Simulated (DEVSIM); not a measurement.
Device: Si p-i-n diode, at 300 K.

| layer (left to right) | material | thickness (μm) | Nd (cm⁻³) | Na (cm⁻³) | τn (s) | τp (s) |
|---|---|---|---|---|---|---|
| 1 | Si | 0.660 | - | 5.7e17 | 7.8e-6 | 7.8e-6 |
| 2 | Si | 4.60 | 1.7e11 | - | 7.8e-6 | 7.8e-6 |
| 3 | Si | 2.60 | 3.6e17 | - | 7.8e-6 | 7.8e-6 |

Left contact: ohmic. Right contact: ohmic. Voltage is applied to the left contact. Recombination: SRH at mid-gap. Gap narrowing is on: ΔEg = 6.92 meV × (l + √(l² + 0.5)), l = ln(N/1.3e17 cm⁻³), shared equally by both band edges. Mobility is μmin + (μ − μmin)/(1 + (N/Nref)^α).

This is a model device: material constants are rounded textbook-type values typed into the input, and sizes, dopings and lifetimes were drawn at random. Values at 300 K.

```csv
parameter,Si
gap (eV),1.124
affinity (eV),4.05
permittivity,11.7
Nc (cm⁻³),2.86e19
Nv (cm⁻³),3.1e19
μn (cm²/Vs),1417
μp (cm²/Vs),470
"μn,min",52
"μp,min",45
"Nref,n",9.7e16
"Nref,p",2.2e17
αn,0.68
αp,0.72
```

Simulated with DEVSIM: 1D drift-diffusion, Boltzmann statistics, complete ionisation; no tunnelling, impact ionisation, image-force lowering or self-heating.

Tabulate band edges, carrier densities and field at 0.9 V on the left contact.

Energies count from the Fermi level of the right contact; mesh points crowd at the junctions.

```tsv
x (μm)	Ec (eV)	Ev (eV)	n (cm⁻³)	p (cm⁻³)	field (V/cm)
0.000	0.099	-1.003	470	5.7e17	99
0.04082	0.100	-1.003	5.8e15	5.8e17	98
0.1394	0.100	-1.002	1.9e16	5.9e17	93
0.3799	0.103	-1.000	5.1e16	6.2e17	85
0.5980	0.104	-0.998	7.8e16	6.5e17	78
0.6505	0.103	-0.999	8.9e16	6.2e17	-3200
0.6820	0.090	-1.034	1.5e17	1.6e17	-980
0.8113	0.090	-1.034	1.6e17	1.6e17	56
1.099	0.092	-1.032	1.6e17	1.6e17	56
1.906	0.096	-1.028	1.6e17	1.6e17	55
3.668	0.106	-1.018	1.7e17	1.7e17	53
4.858	0.112	-1.012	1.7e17	1.7e17	52
5.129	0.113	-1.011	1.7e17	1.7e17	51
5.228	0.114	-1.010	1.7e17	1.7e17	-110
5.274	0.088	-1.020	4.6e17	1.1e17	-1100
5.339	0.088	-1.020	4.7e17	1.1e17	81
5.517	0.090	-1.019	4.6e17	1.0e17	83
5.972	0.093	-1.015	4.5e17	8.8e16	88
7.240	0.106	-1.003	4.0e17	3.5e16	110
7.648	0.110	-0.998	3.7e17	1.3e16	120
7.794	0.112	-0.996	3.6e17	4.2e15	130
7.860	0.113	-0.995	3.6e17	590	130
```
